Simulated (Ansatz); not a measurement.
Data:

```
CELL_PARAMETERS angstrom
      0.00855     2.94934     2.94934
      2.94934     0.00855     2.94934
      2.95789     2.95789     0.00000
ATOMIC_POSITIONS crystal
  Pb 0.00000 0.00000 0.00000
  F  0.24938 0.24938 0.25062
  F  0.75062 0.75062 0.74938
```

No spin polarisation.

Computed with plane-wave PAW DFT at the PBEsol level (Ansatz, a first-principles code, 420 eV), no SOC. k-mesh 10×10×10 (Γ-centred); smearing 0.05 eV (Fermi–Dirac).

Task: What stress (xx, yy, zz, yz, xz, xy; compression positive) does the calculation give?

Result: (-0.01, -0.01, -0.01, 0.00, 0.00, -0.13) GPa.

Task: What smallest direct gap does the calculation give?

Result: 4.46 eV.

With Pb present, leaving out spin-orbit coupling can change the band edges. The cells carry an imposed strain or load. Stability against distortions was not tested. The cell was made from PbF₂ in the fluorite structure (space group Fm-3m, No. 225) by this change: tensor shear ε_xy = +0.29 %.
